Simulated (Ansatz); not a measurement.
## Hypothetical NiAs type TlCl: response to strain

Consider TlCl in the NiAs type structure (space group P6_3/mmc, No. 194; a = 4.501 Å, c = 7.920 Å; a hypothetical phase, not in the database extracts checked).

Strains are applied to the cell and any free atomic positions relax.

Computed with PBE (Ansatz, a quantum-chemistry and plane-wave program), no spin-orbit coupling.

```csv
isotropic strain (%),band gap (eV)
-4.74,1.67
-2.85,?
0,2.20
1.21,2.31
```

### Question
Fit E_g = E₀ + Dε (ε in %) to the rows shown and predict the withheld row.

### Answer
Least squares on the printed values gives E₀ = 2.19 eV, D = 109 meV per % of strain (largest residual 0.01 eV); this predicts 1.88 eV, and the run gives 1.91 eV, 0.03 higher.

With Tl present, leaving out spin-orbit coupling can change the band edges. Stability against distortions was not tested.
